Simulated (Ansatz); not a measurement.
Structures of equal composition on the (110) surface of bcc Nb: a layer of Hf in place of the second plane; a layer of Hf in place of the third plane. The slabs share one bottom face, and each structure is named by its start. These are constructed structures in small cells; real faces may alloy, dewet or reconstruct in larger ones, and not all known structures of the face are among them. Slabs of about 12 Å with all that they carry, Fermi-Dirac smearing of 0.1 eV. Bottom of the slabs: a bare face, its two planes held. Relaxed from the named starts with such symmetry as they have, on meshes of like density; energies extrapolated to zero smearing; no spin-orbit coupling, no U. Spin-polarised runs, if any, are marked in brackets, and their order is one that fits the cell; the others ran without spin.

These are PBE (plane waves to 420 eV, PAW; Ansatz, a program for electronic structure) values and carry that method's errors.

Put the candidates in order of energy per 1x1 cell, lowest first, for PBE.

a layer of Hf in place of the third plane (0.000 eV), a layer of Hf in place of the second plane (0.033 eV)
